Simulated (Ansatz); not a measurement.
Base system: AlFe in the CsCl type structure (space group Pm-3m, No. 221; a = 2.875 Å; ferromagnetic).

Computed with PBE (Ansatz, a program for electronic structure, PAW, no spin-orbit coupling).

Base values:

```
Item                         Value
-------------------  -------------
Volume per atom           11.88 Å³
Largest site moment        0.73 μB
Magnetic state       ferromagnetic
```

One thing is altered: a hydrostatic pressure of 60 GPa.

### Question
Estimate the effect on the volume per atom, largest site moment and magnetic state.

### Answer
The volume per atom shrinks by 2.32 Å³ (11.88 Å³ → 9.56 Å³); the largest site moment falls by 0.19 μB, from 0.73 μB to 0.54 μB; the magnetic state is still ferromagnetic.

Other magnetic orders, which the real material may have, were not ruled out. Load acts through the strain it causes; cell and atoms are relaxed under it. No phonon test of stability was made. Competing high-pressure phases were not computed.
